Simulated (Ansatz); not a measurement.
# InAs under a change: uniaxial strain ε_zz = −2.00 %

The reference is InAs in the zinc blende structure (space group F-43m, No. 216; a = 6.087 Å). Axes: x, y, z lie along the cube axes.

The change: uniaxial strain ε_zz = −2.00 %, all other strain components held at zero, atoms relaxed at fixed cell.

Calculations: PBEsol in Ansatz (plane waves to 420 eV, PAW, spin-orbit coupling left out). Γ-centred 9×9×9 mesh, Fermi–Dirac width 0.05 eV.

The volume per atom falls by 0.564 Å³ to 27.63 Å³ and the shortest interatomic distance falls by 0.0175 Å, from 2.636 Å to 2.618 Å. The energy grows by 2.8 meV/atom and the pressure (mean of the normal stresses, compression positive) goes from zero to 1.2 GPa. The band gap becomes 0.06 eV (base: zero) (uncertain: the edges found look like a band crossing or inverted bands; the changed cell) and the stress (xx, yy, zz, yz, xz, xy; compression positive) amounts to (1.0, 1.0, 1.6, 0.0, 0.0, 0.0) GPa (rough).

Cost of the whole job for the changed cell (relaxation, final SCF and bands): roughly 23 core-seconds.

Without a gap, meshes like the base's 9×9×9 leave anisotropic stresses uncertain by several tenths of a GPa, and small strain energies with them. No phonon test of stability was made. The final runs are not spin-polarised. A zero or small gap of InAs can be the functional's error rather than a property of the material.

Ansatz is a program for electronic structure.
